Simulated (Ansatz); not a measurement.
This Ansatz (a first-principles code) input is the reference run, YN in the rock salt structure (space group Fm-3m, No. 225), computed with r2SCAN, PAW, 500 eV (Ansatz; no spin-orbit coupling):

Ansatz 0.2 input:
```yaml
crystal:
  lattice:
    - [0, 2.4478362886, 2.4478362886]
    - [2.4478362886, 0, 2.4478362886]
    - [2.4478362886, 2.4478362886, 0]
  atoms:
    - { symbol: Y, position: [0, 0, 0] }
    - { symbol: N, position: [0.5, 0.5, 0.5] }
basis: { ecutwfc: 500, ecutrho_ratio: 4, xc_grid: 4, fft_grid_basis: typed }
kpoints: { mp_grid: { grid: [12, 12, 12] } }
hamiltonian:
  xc: r2scan
  dispersion: none
  pseudopotentials: { kind: paw }
scf: { occupations: { method: fermi_dirac, width: 0.05 }, convergence: { dr2_threshold: 0.0000000002 } }
output: { forces: true, stress: true }
checkpoint: { write: state.ck, write_every: 1000 }
```

**Question.** Write the input for this change: compressive biaxial strain of 2.00 % in the plane normal to [001], as in epitaxy on a mismatched substrate; the out-of-plane cell vector and the atoms relax.

**Answer.** 
Ansatz 0.2 input:
```yaml
crystal:
  lattice:
    - [3.3925280123, 0, 0]
    - [0, 3.3925280123, 0]
    - [1.6962640061, -1.6962640061, 2.4723146515]
  atoms:
    - { symbol: Y, position: [0, 0, 0] }
    - { symbol: N, position: [0.5, 0.5, 0] }
basis: { ecutwfc: 500, ecutrho_ratio: 4, xc_grid: 4, fft_grid_basis: typed }
kpoints: { mp_grid: { grid: [12, 12, 12] } }
hamiltonian:
  xc: r2scan
  dispersion: none
  pseudopotentials: { kind: paw }
scf: { occupations: { method: fermi_dirac, width: 0.05 } }
relax: { f_tol: 0.005, max_steps: 50, cell: { stress_tol: 0.01, fix: [a, b, gamma] } }
output: { forces: true, stress: true }
checkpoint: { write: state.ck, write_every: 1000 }
```
This is the input that was run; other choices of cell and start would serve too.

No phonon test of stability was made.
